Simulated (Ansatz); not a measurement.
Base system: InP in the zinc blende structure (space group F-43m, No. 216; a = 5.907 Å).

The values are results of DFT with r2SCAN, PAW potentials and a 500 eV plane-wave cutoff in Ansatz (a first-principles code), scalar-relativistic without spin-orbit coupling, not measurements.

One change was made to it. Results:

```json
[
 {"quantity": "density", "base": "4.70 g/cm³", "after": "4.83 g/cm³"},
 {"quantity": "hole mass (degenerate bands, along [100])", "base": "0.073, 0.44, 0.44 mₑ (at Γ)", "after": "0.083, 0.42, 0.42 mₑ (at Γ)"},
 {"quantity": "valley order (the lowest conduction-band minima on the path, energy above the VBM, named in the base's zone)", "base": "Γ 1.03 eV; L along ⟨111⟩ 1.80 eV; X along ⟨100⟩ 2.04 eV", "after": "Γ 1.20 eV; L along ⟨111⟩ 1.87 eV; X along ⟨100⟩ 2.00 eV"}
]
```

Question: What was done to the base?
A. pressure 22.5 GPa
B. pressure −2 GPa
C. pressure 2.1 GPa
D. pressure 9 GPa

Answer: C, pressure 2.1 GPa. For comparison, the valley order in the other runs: pressure 22.5 GPa gives X along ⟨100⟩ 1.64 eV; Γ 2.19 eV; L along ⟨111⟩ 2.31 eV; pressure −2 GPa gives Γ 0.84 eV; L along ⟨111⟩ 1.71 eV; X along ⟨100⟩ 2.09 eV; pressure 9 GPa gives Γ 1.63 eV; X along ⟨100⟩ 1.86 eV; L along ⟨111⟩ 2.07 eV.

The levels and masses belong to the bands next to the band gap. Load acts through the strain it causes; cell and atoms are relaxed under it. Effective masses come from finite differences of ±0.01 Å⁻¹. Stability against distortions was not tested. Measured, InP leaves this structure (for rock salt) near 9.8 GPa (temperature not stated; as listed in Datta, Sujoy, Jana, Debnarayan, arXiv (2020)).
